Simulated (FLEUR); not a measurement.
## FLEUR run on Ca (Fm-3m, 1 atom in the cell): self-consistent single point

Computed with PBE, all-electron FLAPW (FLEUR), scalar-relativistic valence.

Input as run:

Input of the input generator:

```
Ca FLAPW
&input film=f /
-0.0000000000 5.2723358877 5.2723358877
5.2723358877 0.0000000000 5.2723358877
5.2723358877 5.2723358877 0.0000000000
1.0
1.0 1.0 1.0

1
20 0.0000000000 0.0000000000 0.0000000000

&comp jspins=1 /
&kpt div1=8 div2=8 div3=8 gamma=t /
&end /
```

```xml
<?xml version="1.0" encoding="UTF-8" standalone="no"?>
<fleurInput fleurInputVersion="0.39">
   <comment>
      Ca FLAPW                                                                                            
   </comment>
   <calculationSetup>
      <cutoffs Kmax="3.8" Gmax="15.2" GmaxXC="15.2" numbands="0"/>
      <scfLoop itmax="100" minDistance="0.00001" maxIterBroyd="25" imix="Anderson" alpha="0.05" precondParam="0.0" spinf="2.0"/>
      <coreElectrons ctail="T" frcor="F" kcrel="0" coretail_lmax="0"/>
      <xcFunctional name="pbe" relativisticCorrections="F"/>
      <magnetism jspins="1"/>
      <soc l_soc="F" theta="0.0" phi="0.0" spav="F"/>
      <expertModes spex="0" secvar="F"/>
      <geometryOptimization l_f="T" forcealpha="1.0" forcemix="BFGS" epsdisp="0.00001" epsforce="0.00001"/>
      <ldaU l_linMix="F" mixParam="0.05" spinf="1.0"/>
   </calculationSetup>
   <cell>
      <bzIntegration valenceElectrons="10.0" mode="gauss" fermiSmearingEnergy="0.00734986">
         <kPointListSelection listName="default-1"/>
         <!-- k-points included here -->
         <xi:include xmlns:xi="http://www.w3.org/2001/XInclude" href="kpts.xml"> </xi:include>
      </bzIntegration>
      <!-- symmetry operations included here -->
      <xi:include xmlns:xi="http://www.w3.org/2001/XInclude" href="sym.xml"> </xi:include>
      <bulkLattice scale="1.0">
         <bravaisMatrix>
            <row-1>    0.0000000000000000     5.2723358876999997     5.2723358876999997</row-1>
            <row-2>    5.2723358876999997     0.0000000000000000     5.2723358876999997</row-2>
            <row-3>    5.2723358876999997     5.2723358876999997     0.0000000000000000</row-3>
         </bravaisMatrix>
      </bulkLattice>
   </cell>
   <atomSpecies>
      <species name="Calcium (Ca)" element="Ca" atomicNumber="20">
         <mtSphere radius="2.68" gridPoints="925" logIncrement="0.013"/>
         <atomicCutoffs lmax="10" lnonsphr="8"/>
         <electronConfig flipSpins="F">
            <coreConfig>(1s1/2) (2s1/2) (2p1/2) (2p3/2)</coreConfig>
            <valenceConfig>(3s1/2) (3p1/2) (3p3/2) (4s1/2)</valenceConfig>
         </electronConfig>
         <energyParameters s="4" p="4" d="3" f="4"/>
         <lo type="SCLO" l="0" n="3" eDeriv="0"/>
         <lo type="SCLO" l="1" n="3" eDeriv="0"/>
      </species>
   </atomSpecies>
   <atomGroups>
      <atomGroup species="Calcium (Ca)">
         <relPos label="                   1">.0000000000 .0000000000 .0000000000</relPos>
         <force calculate="T" relaxXYZ="TTT"/>
      </atomGroup>
   </atomGroups>
   <output dos="F" band="F" slice="F">
      <checks vchk="F" cdinf="F"/>
      <bandDOS minEnergy="-.5*Htr" maxEnergy="0.5*Htr" sigma="0.015" storeEVData="T"/>
      <vacuumDOS vacdos="F" integ="F" star="F" nstars="0" locx1="0.0" locy1="0.0" locx2="0.0" locy2="0.0" nstm="0" tworkf="0.0"/>
      <unfoldingBand unfoldBand="F" supercellX="1" supercellY="1" supercellZ="1"/>
      <plotting iplot="0" polar="F">
         <plot TwoD="T" vec1="  1.0  0.0  0.0" vec2="  0.0  1.0  0.0" vec3="  0.0  0.0  1.0" zero="  0.0  0.0  0.0" file="plot"/>
      </plotting>
      <chargeDensitySlicing numkpt="0" minEigenval="0.0" maxEigenval="0.0" nnne="0" pallst="F"/>
      <specialOutput eonly="F"/>
      <magneticCircularDichroism mcd="F" energyLo="-10.0" energyUp="0.0"/>
   </output>
  <!-- We include the file relax.xml here to enable relaxations (see documentation) -->
  <xi:include xmlns:xi="http://www.w3.org/2001/XInclude" href="relax.xml"> <xi:fallback/> </xi:include>
</fleurInput>
```

Output, abridged:

```
      Welcome to FLEUR        (www.flapw.de)
      MaX-Release 8.1          (www.max-centre.eu)

 ========== k-point set info ==========
 Selected k-point list: default-1
 k-point list type: mesh
 8 x 8 x 8
 Number of k points: 29

 ------------Calculation Setup---------------------------
 Number of basis functions:          296
 Iteration:     1   Distance:       1.76471384 me/bohr^3
 Iteration:     2   Distance:       1.66873858 me/bohr^3
 Iteration:     3   Distance:       0.62592821 me/bohr^3
 Iteration:     4   Distance:       0.16611918 me/bohr^3
 Iteration:     5   Distance:       0.10334530 me/bohr^3
 Iteration:     6   Distance:       0.00464170 me/bohr^3
 Iteration:     7   Distance:       0.00413155 me/bohr^3
 Iteration:     8   Distance:       0.00017580 me/bohr^3
 Iteration:     9   Distance:       0.00009793 me/bohr^3
 Iteration:    10   Distance:       0.00001079 me/bohr^3
 Iteration:    11   Distance:       0.00000070 me/bohr^3

 Run finished successfully
 Stop message:
   Structural relaxation: Done

[file out, last iteration]
             iter=     12
          p o t e n t i a l   g e n e r a t o r
[...]
          integral of pseudo charge density inside the slab=        0.000000   0.000000
     coulomb potential in the interstitial region:
          density-coulomb potential integrals
          total density-coulomb potenti    -1037.3819367087
          density-effective potential integrals for spin  1
          total density-effective poten   -1.0841346053E+03
          charge density-energy density integrals
          total charge density-energy d   -3.6122443691E+01
 Updated energy parameters for spin:           1
  Atom    1 4s branch from -1.40 to  1.70 htr. ; e_l =  0.1371
  Atom    1 4p branch from -0.67 to  2.12 htr. ; e_l =  0.2464
  Atom    1 3d branch from -9.99 to  0.45 htr. ; e_l =  0.2171
  Atom    1 4f branch from -9.99 to  2.35 htr. ; e_l =  0.5132
  Atom    1 3s branch from-14.91 to -1.40 htr. ; e_l(l -1.4260
  Atom    1 3p branch from-11.99 to -0.67 htr. ; e_l(l -0.7270
[...]
 fermi energy and band-weighting factors:
at   0.00000   0.00000   0.00000   k-weight:    0.001953
    9 eigenvalues :
   -1.426456   -0.725157   -0.725157   -0.725157   -0.025333    0.204978    0.204978    0.204978
    0.242886
   [... 2 blocks of this kind left out ...]

[...]
FERMIE:
          first approx. to ef    (T=0)  :   0.117456 htr   (energy of the highest occ. eigenvalue)
          number of occ. states  (T=0)  :        145
          first approx. to seigv (T=0)  :  -7.065863 htr
          sum of weights of occ. states :   5.019531
          sum of semicore charge        :   0.000000 e
          fermi energy=   0.11967 har   work function=  -3.25631 ev
          number of valence electrons=  10.00000
     band-weighting factor for spin=    1
     k-point=    1
      0.002 0.002 0.002 0.002 0.002 0.000 0.000 0.000 0.000
     k-point=    2
      0.016 0.016 0.016 0.016 0.016 0.000 0.000 0.000 0.000
     k-point=    3
      0.016 0.016 0.016 0.016 0.016 0.000 0.000 0.000 0.000
     k-point=    4
      0.016 0.016 0.016 0.016 0.016 0.000 0.000 0.000 0.000
     k-point=    5
      0.008 0.008 0.008 0.008 0.008 0.007 0.000 0.000 0.000
     k-point=    6
      0.012 0.012 0.012 0.012 0.012 0.000 0.000 0.000 0.000
     k-point=    7
      0.047 0.047 0.047 0.047 0.047 0.000 0.000 0.000 0.000
     k-point=    8
      0.047 0.047 0.047 0.047 0.047 0.000 0.000 0.000 0.000
     k-point=    9
      0.047 0.047 0.047 0.047 0.047 0.018 0.000 0.000 0.000
     k-point=   10
      0.047 0.047 0.047 0.047 0.047 0.000 0.000 0.000 0.000
     k-point=   11
      0.047 0.047 0.047 0.047 0.047 0.000 0.000 0.000 0.000
     k-point=   12
      0.023 0.023 0.023 0.023 0.023 0.000 0.000 0.000 0.000
     k-point=   13
      0.012 0.012 0.012 0.012 0.012 0.000 0.000 0.000 0.000
     k-point=   14
      0.047 0.047 0.047 0.047 0.047 0.000 0.000 0.000 0.000
     k-point=   15
      0.047 0.047 0.047 0.047 0.047 0.000 0.000 0.000 0.000
     k-point=   16
      0.047 0.047 0.047 0.047 0.047 0.001 0.000 0.000 0.000
     k-point=   17
      0.023 0.023 0.023 0.023 0.023 0.000 0.000 0.000 0.000
     k-point=   18
      0.012 0.012 0.012 0.012 0.012 0.000 0.000 0.000 0.000
     k-point=   19
      0.047 0.047 0.047 0.047 0.047 0.000 0.000 0.000 0.000
     k-point=   20
      0.023 0.023 0.023 0.023 0.007 0.000 0.000 0.000 0.000
     k-point=   21
      0.006 0.006 0.006 0.006 0.006 0.000 0.000 0.000 0.000
     k-point=   22
      0.047 0.047 0.047 0.047 0.047 0.000 0.000 0.000 0.000
     k-point=   23
      0.094 0.094 0.094 0.094 0.094 0.000 0.000 0.000 0.000
     k-point=   24
      0.047 0.047 0.047 0.047 0.046 0.031 0.000 0.000 0.000
     k-point=   25
      0.047 0.047 0.047 0.047 0.047 0.000 0.000 0.000 0.000
     k-point=   26
      0.094 0.094 0.094 0.094 0.069 0.000 0.000 0.000 0.000
     k-point=   27
      0.047 0.047 0.047 0.047 0.047 0.000 0.000 0.000 0.000
     k-point=   28
      0.023 0.023 0.023 0.023 0.019 0.000 0.000 0.000 0.000
     k-point=   29
      0.012 0.012 0.012 0.012 0.001 0.000 0.000 0.000 0.000
          sum of eigenvalues-correction=    -7.07101
          sum of weight                =     5.00000
          total moment                 =     0.00000
 Direct bandgap for spin            1 :    2.0010039533646579E-002  Htr
 at k-point           26  with k-vector   0.12500000000000000       0.37500000000000000       0.62500000000000000
          valence density: spin= 1
[...]
     l-like charge
     atom     s        p        d        f        total
 -->  1    2.17868  5.98302  0.18750  0.00056    8.34980
          total charge for spin  1=   10.000000
          interst. charge =       1.650202
          mt charge=              8.349798
          total charge  =   10.000000
          z= 20.     r(1)=  0.162701E-04     dx= 0.013000     m.t.index= 925
               n    l     j    energy       weight
               1.   0.   0.5 -144.8125      2.0000
               2.   0.   0.5  -14.9149      2.0000
               2.   1.   0.5  -12.0792      2.0000
               2.   1.   1.5  -11.9437      4.0000
          atom type    1  (spin 1)
          kinetic energy=  0.640942402127E+03     sum of the eigenvalues= -0.391387801469E+03
          0.00000000  electrons lost from core.
          total charge for spin  1=   20.000000
          interst. charge =       1.650202
          mt charge=             18.349798
          total charge  =   20.000000
          zc=    20.000000     qfix=    1.000000
     t o t a l  e n e r g y
          sum of eigenvalues =              -398.4578956903
          density-coulomb potential int    -1037.3819367087
          density-effective potential i    -1084.1346052555
          charge density-ex.-corr.energ      -36.1224436912
          el.-nucl. inter. diff. m.t.        804.5026437961
          Madelung term for atom type:        -6.7595005719
 ---->    total energy=                     -680.3988468483 htr
 ---->    (input%tkb*entropy) TS=              0.0000000000 htr
 ---->    free energy=                      -680.3988468483 htr
      extrapolation for T->0
 ---->    total electron energy=            -680.3988468483 htr
 ***** TOTAL FORCES ON ATOMS *****
 TOTAL FORCE FOR ATOM TYPE=  1  X=  0.000   Y=  0.000   Z=  0.000
                       FX_TOT= 0.000000 FY_TOT= 0.000000 FZ_TOT= 0.000000
 Structural relaxation: Done
```

The run converged in 11 iterations. FLEUR gives forces in its relaxation mode, with a further iteration, so its stop message speaks of a relaxation.

The starting cell has typed, rounded lattice constants, without a prior relaxation at this level. Values depend on the basis (sphere radii, cutoffs, local orbitals), which need not be converged. The log's line on a gap gives a spacing of levels on this mesh, which the program prints for metals too.
